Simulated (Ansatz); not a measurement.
Cubic perovskite KMgF₃ was calculated with rVV10 (Ansatz, an electronic-structure program, PAW).

Numerical settings: plane-wave cutoff 520 eV, 8×8×8 k mesh, Fermi–Dirac smearing 0.01 eV, scalar-relativistic PAW data made under PBE.

Cell (relaxed at this level):

```
KMgF3
1.0
    4.01285     0.00000     0.00000
    0.00000     4.01285     0.00000
    0.00000     0.00000     4.01285
K Mg F
1 1 3
Direct
  0.00000   0.00000   0.00000
  0.50000   0.50000   0.50000
  0.50000   0.00000   0.50000
  0.00000   0.50000   0.50000
  0.50000   0.50000   0.00000
```

Task: Predict the bulk modulus, band gap, smallest direct gap on the k points sampled and pressure derivative B′ of the bulk modulus.

Result: 
- bulk modulus: 74.5 GPa
- band gap: 6.92 eV (indirect)
- smallest direct gap on the k points sampled: 7.24 eV
- pressure derivative B′ of the bulk modulus: 4.6

Measured, for comparison: bulk modulus 75.1 GPa (room temperature, no zero-point or thermal correction, our sources range from 71.2 to 75.1; as tabulated in Vaitheeswaran et al. (2007), arXiv:cond-mat/0703621). Computed (rounded) less measured: bulk modulus -0.8 % (inside the range of the sources held).

Static lattice: no zero-point or thermal effects.
